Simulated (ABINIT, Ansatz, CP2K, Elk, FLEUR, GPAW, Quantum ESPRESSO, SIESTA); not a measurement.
**One structure in several programs: CdAu (P-6m2, 2 atoms in the cell)**

Self-consistent single point, at a second geometry (lattice scaled by 0.98). First geometry:

```
CELL_PARAMETERS angstrom
      3.09033     0.00000     0.00000
     -1.54516     2.67630     0.00000
      0.00000     0.00000     4.60128
ATOMIC_POSITIONS crystal
  Cd 0.00000 0.00000 0.00000
  Au 0.33333 0.66667 0.50000
```

Shared settings, as Ansatz (a quantum-chemistry and plane-wave program) writes them: kpoints.mp_grid.grid = 8 8 5; scf.occupations.method = fermi_dirac; scf.occupations.width = 0.1 eV. Potentials and cutoffs stand in the table.

```tsv
code	model	ΔF from the first geometry (meV/atom)	pressure (GPa)	cutoff
FLEUR	PBEsol, all-electron FLAPW (FLEUR), scalar-relativistic valence	-7.1	–	Kmax 3.9 1/bohr
SIESTA	GGA PBEsol, numerical atomic orbitals DZP, PseudoDojo PBEsol standard norm-conserving potentials (rewritten from UPF to PSML)	-16.6	1.61	grid 300 Ry
Elk	PBEsol, all-electron FP-LAPW, Elk's shipped species files, APW+lo basis with extra local orbitals	-7.0	–	rgkmax 8
ABINIT	PBEsol, PAW (JTH v2.0 PBE PAW, files made for PBE)	-5.0	2.59	26 Ha
GPAW	PBEsol, GPAW PAW datasets PBEsol (made by gpaw-setup)	-3.3	3.05	550 eV
CP2K	PBEsol, GPW, TZVP-MOLOPT-SR-GTH basis, GTH-PBE potentials (GTH_POTENTIALS)	13.7	5.97	grid 500 Ry
Ansatz	PBEsol, PAW files made with PBE	-5.5	2.77	default
Quantum ESPRESSO	PBEsol, PseudoDojo standard norm-conserving (PBESOL) pseudopotentials	-5.3	2.83	105 Ry
```

A dash marks a value that a program does not give, or that is left out as unsure.

On Ansatz's run: spin-orbit coupling is off.

The spread over the programs that give each value: ΔF from the first geometry within 30.3 meV/atom; pressure within 4.36 GPa.

SIESTA and CP2K use small atom-centred bases, whose incompleteness enters pressures, forces and empty levels differently from a plane-wave cutoff. FLEUR and Elk treat all electrons, but the usual bases taken here (sphere radii, linearisation, local orbitals, empty states) were not tested for convergence, so the values are no reference for the others. Ansatz's pressure is given at a fixed set of plane waves, as the other plane-wave codes print theirs; with its correction for the finite basis it is 2.81 GPa. In the pressure, SIESTA (by 1.19) and CP2K (by 3.17) lie more than 1 GPa from the median of the plane-wave programs.

The starting cell comes from a database of computed structures (which also holds hypothetical and non-ambient phases and stackings), without a prior relaxation at this level. For this run, on top of that: lattice scaled by 0.98.

Keys are those of Ansatz 0.2.
